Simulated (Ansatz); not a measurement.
**Alloy series in CuI**

Start from CuI in the zinc blende structure (space group F-43m, No. 216; a = 6.078 Å).

The other end (x = 1) is CuCl in the zinc blende structure (space group F-43m, No. 216): 19.94 Å³/atom, gap 0.52 eV.

Cl replaces a fraction x of I; each row is one arrangement (x, atoms in the cell, starting space group or random), fully relaxed.

All numbers come from PBE (Ansatz, an electronic-structure program; PAW; 420 eV plane waves; no SOC), earlier PAW set.

For the base:

The band gap is 1.10 eV.

**Question.** The aim is a band gap between 0.55 eV and 0.62 eV. Which of these changes reaches it?
A) x(Cl) = 0.25, 8 atoms, P-43m
B) x(Cl) = 0.75, 8 atoms, Pmm2
C) x(Cl) = 0.75, 8 atoms, Amm2
D) x(Cl) = 0.5, 4 atoms, R3m

**Answer.** B, x(Cl) = 0.75, 8 atoms, Pmm2. It gives 0.58 eV; x(Cl) = 0.75, 8 atoms, Amm2 gives 0.48 eV; x(Cl) = 0.5, 4 atoms, R3m gives 0.51 eV; x(Cl) = 0.25, 8 atoms, P-43m gives 0.87 eV. Changes not listed may reach it too

Each cell is one ordered arrangement of few atoms, which overstates ordering effects compared with a random alloy. With I present, leaving out spin-orbit coupling can change the band edges. Stability against distortions was not tested. No Hubbard U is applied. All final runs are without spin polarisation.
